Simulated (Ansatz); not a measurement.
# Hypothetical rock salt ZrSi: uniaxial strain ε_zz = −1.53 %

Consider ZrSi in the rock salt structure (space group Fm-3m, No. 225; a = 5.3423 Å; a hypothetical phase, not in the database extracts checked; relaxed with 0.1 eV smearing). Axes: x, y, z lie along the cube axes.

Now apply this change: uniaxial strain ε_zz = −1.53 %, all other strain components held at zero; the atoms relax in the strained cell.

The values are results of Kohn–Sham DFT with the PBEsol functional, run in Ansatz (a first-principles code) with PAW and 420 eV plane waves, no spin-orbit coupling, earlier PAW set, not measurements. Settings: 19×19×19 k-points, 0.1 eV Fermi–Dirac smearing.

```json
[
 {"quantity": "volume per atom", "base": "19.06 Å³", "changed": "18.77 Å³", "shift": "-0.29 Å³"},
 {"quantity": "space group", "base": "Fm-3m (No. 225)", "changed": "I4/mmm (No. 139)", "shift": "–"},
 {"quantity": "shortest interatomic distance", "base": "2.671 Å", "changed": "2.630 Å", "shift": "-0.041 Å"},
 {"quantity": "energy relative to the base (free energy F)", "base": "0 meV/atom", "changed": "+4.2 meV/atom", "shift": "+4.2 meV/atom"},
 {"quantity": "pressure (mean of the normal stresses, compression positive)", "base": "0.0 GPa", "changed": "2.0 GPa", "shift": "+2.0 GPa"},
 {"quantity": "band gap", "base": "zero", "changed": "zero", "shift": "–"},
 {"quantity": "stress (xx, yy, zz, yz, xz, xy; compression positive)", "base": "–", "changed": "(0.6, 0.6, 4.8, 0.0, 0.0, 0.0) GPa", "shift": "–"}
]
```

Final structure:

```xyz
2
Lattice="0.0000 2.6711 2.6303 2.6711 0.0000 2.6303 2.6711 2.6711 0.0000" Properties=species:S:1:pos:R:3 pbc="T T T"
Si     0.0000     0.0000     0.0000
Zr     2.6711     2.6711     2.6303
```

Cost of the whole job for the changed cell (relaxation, final SCF and bands): around 16 core-seconds (rough).

No phonon test of stability was made. All final runs are without spin polarisation.
